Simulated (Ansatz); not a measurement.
System: MoRu (model structure, started from the CuAu type, P4/mmm, No. 123, 2 atoms in the cell). Method: LDA (Ansatz, a program for electronic structure, PAW).

Run with plane-wave cutoff 520 eV, 20×20×16 k mesh (along the axes of the cell as run), Fermi–Dirac smearing 0.05 eV, no spin polarisation, scalar-relativistic PAW data made under PBE.

Cell (relaxed at this level):

```
CELL_PARAMETERS angstrom
      2.72600     0.00000     0.00000
      0.00000     2.72600     0.00000
      0.00000     0.00000     3.79109
ATOMIC_POSITIONS crystal
  Mo 0.50000 0.50000 0.50000
  Ru 0.00000 0.00000 0.00000
```

Q: Give the computed bulk modulus.

A: 
- bulk modulus = 319 GPa

Note: the run has no spin polarisation, so it can have missed a magnetic state; the bulk modulus is −V dP/dV from two relaxed cells at ±2 % in volume; the relaxation could raise the start's symmetry but not lower it, so the cell can be a saddle point.

Static lattice: no zero-point or thermal effects.

A model structure was made by putting elements into a prototype or built by hand; it is no filed structure, need not be a known phase, and can be a saddle point held by its symmetry.
